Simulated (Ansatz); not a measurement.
Consider SnSe$_{2}$ in the CdI2 type structure (space group P-3m1, No. 164; layered, stacked along the Cartesian z axis).

```xyz
3
Lattice="3.8402 0.0000 0.0000 -1.9201 3.3257 0.0000 0.0000 0.0000 6.0066" Properties=species:S:1:pos:R:3 pbc="T T T"
Sn     0.0000     0.0000     0.0000
Se     0.0000     2.2171     1.5935
Se     1.9201     1.1086     4.4130
```

Cartesian axes are those of the cell as printed.

Method: plane-wave PAW DFT at the PBE-D3(BJ) level (Ansatz, a first-principles code, 420 eV), no SOC.

Now apply this change: uniaxial strain ε_zz = +3.00 %, all other strain components held at zero; the atoms relax in the strained cell.

**Question.** Predict the stress tensor and what it implies for the stiffness.

**Answer.** Stress of the strained cell less that of the base (GPa, compression positive):
```
  -0.42    0.00    0.00
   0.00   -0.42    0.00
   0.00    0.00   -0.74
```

Then −Δσ_ii/ε with ε = 0.0300 gives secant stiffness values (nonlinear terms included at this strain): C33 ≈ 25 GPa, C13 ≈ 14 GPa and C23 ≈ 14 GPa.

Stability against distortions was not tested.
